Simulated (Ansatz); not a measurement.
Base system: ZrS2 in the CdI2 type structure (space group P-3m1, No. 164; a = 3.675 Å, c = 5.861 Å; layered, stacked along the Cartesian z axis). Axes: x lies along a and z along c of the hexagonal cell.

Computed with r2SCAN+rVV10 (Ansatz, a quantum-chemistry and plane-wave program, PAW, no SOC), earlier PAW set.

Base values:

| Property | Result |
|---|---|
| Width of the top valence band | 1.97 eV |
| Band gap | 1.16 eV |
| Smallest direct gap | 1.80 eV |

It is then changed as follows: tensile biaxial strain of 0.55 % in the plane normal to [001], as in epitaxy on a mismatched substrate; the out-of-plane cell vector and the atoms relax.

**Question.** What happens to the width of the top valence band, band gap, out-of-plane strain and smallest direct gap?

**Answer.** The width of the top valence band remains 1.97 eV; the band gap rises by 0.03 eV to 1.19 eV; the out-of-plane strain comes out as -0.25 %; the smallest direct gap falls by 0.04 eV (1.80 eV → 1.76 eV).

Stability against distortions was not tested.
